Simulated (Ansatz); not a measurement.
For SiO₂ (model structure, started from the 3R-MoS2 type, R3m, No. 160, 3 atoms in the cell), PBEsol in Ansatz (plane waves, PAW) gives:

```
Item                        Value
-------------------  ------------
lattice parameter a       2.604 Å
c axis length            17.323 Å
bulk modulus B0          1.49 GPa
cohesive energy      5.77 eV/atom
band gap                  3.33 eV
```

Task: What does r²SCAN (plane waves, PAW; Ansatz, a quantum-chemistry and plane-wave program) give for the same quantities?

Result: 
- lattice constant a: 2.600 Å (drops by 0.2 %)
- lattice parameter c: 15.432 Å (decreases by 11 %)
- bulk modulus: 17.0 GPa (increases by 1000 %)
- cohesive energy: 5.29 eV/atom (drops by 0.48 eV/atom)
- band gap: 4.01 eV (goes up by 0.68 eV)

Changes are worked out from the printed values.

Unless a cell is named, each level is at its own relaxed cell (PBEsol 11.30, r²SCAN 10.03 Å³/atom).

Density-functional gaps are differences of (generalised) Kohn–Sham levels.

Caveats: the bulk modulus is −V dP/dV from two relaxed cells at ±2 % in volume (PBEsol, r²SCAN). Ansatz's density-functional and Hartree–Fock values are scalar-relativistic unless marked +SOC, with PAW data made under PBE.

A model structure was made by putting elements into a prototype or built by hand; it is no filed structure, need not be a known phase, and can be a saddle point held by its symmetry.
